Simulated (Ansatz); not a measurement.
The parent structure is TiO2 in the rutile structure (space group P4_2/mnm, No. 136; a = 4.6434 Å, c = 2.9638 Å). Axes: x, y, z lie along a, b, c of the conventional cell.

Calculations: Kohn–Sham DFT with the PBE functional, run in Ansatz (an electronic-structure program) with PAW and 420 eV plane waves, scalar-relativistic without spin-orbit coupling.

Strains are applied to the cell and any free atomic positions relax.

One change was made to it. Results:

```csv
quantity,base,after
"pressure (mean of the normal stresses, compression positive)",0.00 GPa,8.33 GPa
band gap,1.86 eV,1.93 eV
energy relative to the base (free energy F),0 meV/atom,+15 meV/atom
electron mass,"0.58 mₑ along c, 1.2 mₑ across (at Γ)","0.53 mₑ along z, 1.1 mₑ across (at Γ)"
```

Which change produced these results?
(A) uniaxial strain ε_zz = −1.20 %
(B) uniaxial strain ε_zz = −3.00 %
(C) uniaxial strain ε_zz = −0.60 %
(D) uniaxial strain ε_zz = −2.40 %

B, uniaxial strain ε_zz = −3.00 %. For comparison, the energy relative to the base in the other runs: uniaxial strain ε_zz = −0.60 % gives +0.6 meV/atom; uniaxial strain ε_zz = −2.40 % gives +9.5 meV/atom; uniaxial strain ε_zz = −1.20 % gives +2.3 meV/atom.

Effective masses come from finite differences of ±0.01 Å⁻¹. Whether these cells are dynamically stable was not tested. All final runs are without spin polarisation.
